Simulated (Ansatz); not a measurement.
Start from AgCl in the rock salt structure (space group Fm-3m, No. 225).

```xyz
2
Lattice="0.0000 2.8057 2.8057 2.8057 0.0000 2.8057 2.8057 2.8057 0.0000" Properties=species:S:1:pos:R:3 pbc="T T T"
Ag     0.0000     0.0000     0.0000
Cl     2.8057     2.8057     2.8057
```

All numbers come from DFT with PBE, PAW potentials and a 420 eV plane-wave cutoff in Ansatz (an electronic-structure program), no spin-orbit coupling.

One change was made to it. Results:

```
quantity                             base       after
-----------------------------  ----------  ----------
density                        5.39 g/cm³  5.63 g/cm³
width of the top valence band     2.17 eV     2.36 eV
```

**Question.** Which change produced these results?
A) pressure 30 GPa
B) pressure −2 GPa
C) pressure 2.1 GPa

**Answer.** C, pressure 2.1 GPa. For comparison, the density in the other runs: pressure −2 GPa gives 5.10 g/cm³; pressure 30 GPa gives 7.37 g/cm³.

The levels and masses belong to the bands next to the band gap. Load acts through the strain it causes; cell and atoms are relaxed under it. No phonon test of stability was made. Competing high-pressure phases were not computed.
